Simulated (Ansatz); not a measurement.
Defect migration in beta Ga2O3 strained by +1.5 % along x and y, z held: interstitial H, charge state +1. These are PBE, PAW (plane waves to 420 eV; Ansatz, a program for electronic structure) values and carry that method's errors.

Settings: 120 host sites, the strained lattice (strain from the relaxed PBE one, atoms relaxed), the Γ point alone, smearing 0.01 eV, spin-restricted, no image-charge correction. Energies are static. The charge state is imposed; whether it is stable for some Fermi level was not computed. Sites that were not tried may lie lower.

Barriers: single points on a 2×2×2 k-point mesh shifted by half a step at the bands' geometries.

Relaxed starting cell (atoms counted from 1):

```yaml
crystal:
  lattice:
    - [12.64179, 0.00000, 0.00000]
    - [0.00000, 9.38902, 0.00000]
    - [-2.82449, 0.00000, 11.42039]
  atoms:
    - { symbol: Ga, position: [0.09187, 0.99656, 0.39845] }
    - { symbol: Ga, position: [0.08708, 0.99966, 0.89559] }
    - { symbol: Ga, position: [0.09185, 0.33634, 0.39842] }
    - { symbol: Ga, position: [0.08711, 0.33295, 0.89561] }
    - { symbol: Ga, position: [0.08820, 0.66646, 0.39699] }
    - { symbol: Ga, position: [0.08755, 0.66629, 0.89633] }
    - { symbol: Ga, position: [0.41506, 0.16628, 0.10286] }
    - { symbol: Ga, position: [0.41166, 0.16648, 0.60420] }
    - { symbol: Ga, position: [0.41188, 0.50025, 0.10414] }
    - { symbol: Ga, position: [0.41152, 0.50002, 0.60439] }
    - { symbol: Ga, position: [0.41188, 0.83232, 0.10414] }
    - { symbol: Ga, position: [0.41151, 0.83295, 0.60438] }
    - { symbol: Ga, position: [0.16928, 0.16628, 0.15667] }
    - { symbol: Ga, position: [0.15894, 0.16645, 0.65970] }
    - { symbol: Ga, position: [0.15799, 0.49990, 0.15746] }
    - { symbol: Ga, position: [0.15834, 0.50039, 0.65826] }
    - { symbol: Ga, position: [0.15796, 0.83274, 0.15745] }
    - { symbol: Ga, position: [0.15834, 0.83251, 0.65827] }
    - { symbol: Ga, position: [0.34358, 0.99854, 0.34469] }
    - { symbol: Ga, position: [0.34256, 0.99938, 0.84365] }
    - { symbol: Ga, position: [0.34356, 0.33441, 0.34471] }
    - { symbol: Ga, position: [0.34255, 0.33323, 0.84365] }
    - { symbol: Ga, position: [0.34173, 0.66646, 0.34356] }
    - { symbol: Ga, position: [0.34212, 0.66631, 0.84405] }
    - { symbol: O, position: [0.15659, 0.00122, 0.05511] }
    - { symbol: O, position: [0.15952, 0.00074, 0.55573] }
    - { symbol: O, position: [0.15657, 0.33136, 0.05515] }
    - { symbol: O, position: [0.15951, 0.33219, 0.55571] }
    - { symbol: O, position: [0.15818, 0.66631, 0.05507] }
    - { symbol: O, position: [0.15958, 0.66646, 0.55523] }
    - { symbol: O, position: [0.34074, 0.16648, 0.44519] }
    - { symbol: O, position: [0.34062, 0.16630, 0.94587] }
    - { symbol: O, position: [0.33922, 0.50002, 0.44588] }
    - { symbol: O, position: [0.33999, 0.49949, 0.94600] }
    - { symbol: O, position: [0.33922, 0.83295, 0.44586] }
    - { symbol: O, position: [0.33997, 0.83310, 0.94601] }
    - { symbol: O, position: [0.17562, 0.00119, 0.28329] }
    - { symbol: O, position: [0.17458, 0.00019, 0.78441] }
    - { symbol: O, position: [0.17562, 0.33167, 0.28332] }
    - { symbol: O, position: [0.17459, 0.33251, 0.78440] }
    - { symbol: O, position: [0.17423, 0.66641, 0.28367] }
    - { symbol: O, position: [0.17467, 0.66636, 0.78439] }
    - { symbol: O, position: [0.32879, 0.16632, 0.21619] }
    - { symbol: O, position: [0.32526, 0.16641, 0.71698] }
    - { symbol: O, position: [0.32466, 0.49935, 0.21625] }
    - { symbol: O, position: [0.32481, 0.49948, 0.71693] }
    - { symbol: O, position: [0.32466, 0.83333, 0.21625] }
    - { symbol: O, position: [0.32481, 0.83338, 0.71693] }
    - { symbol: O, position: [0.49659, 0.99852, 0.12970] }
    - { symbol: O, position: [0.49539, 0.99965, 0.62916] }
    - { symbol: O, position: [0.49658, 0.33406, 0.12972] }
    - { symbol: O, position: [0.49538, 0.33330, 0.62919] }
    - { symbol: O, position: [0.49649, 0.66629, 0.12960] }
    - { symbol: O, position: [0.49554, 0.66649, 0.62939] }
    - { symbol: O, position: [0.00589, 0.16643, 0.35734] }
    - { symbol: O, position: [0.00296, 0.16631, 0.87355] }
    - { symbol: O, position: [0.00475, 0.49928, 0.37070] }
    - { symbol: O, position: [0.00359, 0.49950, 0.87109] }
    - { symbol: O, position: [0.00475, 0.83363, 0.37069] }
    - { symbol: O, position: [0.00358, 0.83309, 0.87106] }
    - { symbol: Ga, position: [0.58654, 0.16648, 0.39715] }
    - { symbol: Ga, position: [0.58826, 0.16630, 0.89642] }
    - { symbol: Ga, position: [0.58816, 0.50047, 0.39635] }
    - { symbol: Ga, position: [0.58828, 0.49982, 0.89626] }
    - { symbol: Ga, position: [0.58818, 0.83249, 0.39635] }
    - { symbol: Ga, position: [0.58829, 0.83274, 0.89625] }
    - { symbol: Ga, position: [0.90384, 0.99176, 0.10033] }
    - { symbol: Ga, position: [0.91279, 0.99965, 0.60468] }
    - { symbol: Ga, position: [0.90392, 0.34079, 0.10035] }
    - { symbol: Ga, position: [0.91279, 0.33331, 0.60469] }
    - { symbol: Ga, position: [0.91165, 0.66629, 0.10338] }
    - { symbol: Ga, position: [0.91262, 0.66648, 0.60420] }
    - { symbol: Ga, position: [0.65687, 0.99860, 0.15680] }
    - { symbol: Ga, position: [0.65702, 0.99950, 0.65651] }
    - { symbol: Ga, position: [0.65687, 0.33397, 0.15683] }
    - { symbol: Ga, position: [0.65701, 0.33346, 0.65652] }
    - { symbol: Ga, position: [0.65840, 0.66630, 0.15693] }
    - { symbol: Ga, position: [0.65730, 0.66648, 0.65642] }
    - { symbol: Ga, position: [0.83619, 0.16647, 0.34503] }
    - { symbol: Ga, position: [0.84054, 0.16632, 0.83931] }
    - { symbol: Ga, position: [0.84211, 0.50049, 0.34353] }
    - { symbol: Ga, position: [0.84141, 0.50072, 0.84123] }
    - { symbol: Ga, position: [0.84212, 0.83245, 0.34354] }
    - { symbol: Ga, position: [0.84141, 0.83190, 0.84123] }
    - { symbol: O, position: [0.65953, 0.16629, 0.05536] }
    - { symbol: O, position: [0.65942, 0.16649, 0.55475] }
    - { symbol: O, position: [0.66120, 0.49966, 0.05463] }
    - { symbol: O, position: [0.65980, 0.49986, 0.55458] }
    - { symbol: O, position: [0.66122, 0.83290, 0.05462] }
    - { symbol: O, position: [0.65981, 0.83310, 0.55458] }
    - { symbol: O, position: [0.84287, 0.00055, 0.44558] }
    - { symbol: O, position: [0.83951, 0.00047, 0.94360] }
    - { symbol: O, position: [0.84287, 0.33243, 0.44557] }
    - { symbol: O, position: [0.83952, 0.33213, 0.94363] }
    - { symbol: O, position: [0.84149, 0.66647, 0.44574] }
    - { symbol: O, position: [0.84030, 0.66630, 0.94511] }
    - { symbol: O, position: [0.67362, 0.16644, 0.28470] }
    - { symbol: O, position: [0.67446, 0.16634, 0.78331] }
    - { symbol: O, position: [0.67532, 0.49985, 0.28427] }
    - { symbol: O, position: [0.67485, 0.49964, 0.78343] }
    - { symbol: O, position: [0.67531, 0.83298, 0.28427] }
    - { symbol: O, position: [0.67486, 0.83303, 0.78343] }
    - { symbol: O, position: [0.82390, 0.99952, 0.21674] }
    - { symbol: O, position: [0.82522, 0.00004, 0.71597] }
    - { symbol: O, position: [0.82394, 0.33310, 0.21673] }
    - { symbol: O, position: [0.82522, 0.33281, 0.71598] }
    - { symbol: O, position: [0.82577, 0.66633, 0.21671] }
    - { symbol: O, position: [0.82531, 0.66642, 0.71609] }
    - { symbol: O, position: [0.99023, 0.16628, 0.14321] }
    - { symbol: O, position: [0.99651, 0.16648, 0.62853] }
    - { symbol: O, position: [0.99492, 0.49913, 0.12928] }
    - { symbol: O, position: [0.99638, 0.49977, 0.62980] }
    - { symbol: O, position: [0.99491, 0.83347, 0.12927] }
    - { symbol: O, position: [0.99637, 0.83318, 0.62978] }
    - { symbol: O, position: [0.50401, 0.99905, 0.37086] }
    - { symbol: O, position: [0.50441, 0.99950, 0.87133] }
    - { symbol: O, position: [0.50400, 0.33391, 0.37086] }
    - { symbol: O, position: [0.50440, 0.33308, 0.87135] }
    - { symbol: O, position: [0.50347, 0.66648, 0.37070] }
    - { symbol: O, position: [0.50410, 0.66629, 0.87126] }
    - { symbol: H, position: [0.99762, 0.16631, 0.23602] }
```
Cell charge +1.

End state 1 differs by these moves (Å; atoms that move under 0.08 Å are left out):

```tsv
atom	element	Δx	Δy	Δz
1	Ga	0.07	-0.06	0.01
3	Ga	0.07	0.05	0.01
13	Ga	-0.14	0.00	-0.01
55	O	-0.04	0.00	0.41
56	O	0.03	0.00	-0.10
67	Ga	0.09	0.08	0.06
69	Ga	0.09	-0.07	0.06
79	Ga	-0.09	0.00	-0.08
109	O	0.09	0.00	-0.03
110	O	0.03	0.00	-0.18
121	H	-0.61	0.00	2.78
```

Task: Give the forward and backward barriers to end state 1 at the level PBE, PAW.

Result: forward 1.30 eV, backward 1.14 eV; at the saddle point atom 121 has neighbours Ga at 2.00; O at 0.96 Å. The saddle point's order was not checked, and it lies on a symmetry element of the cell, where a band can be held.
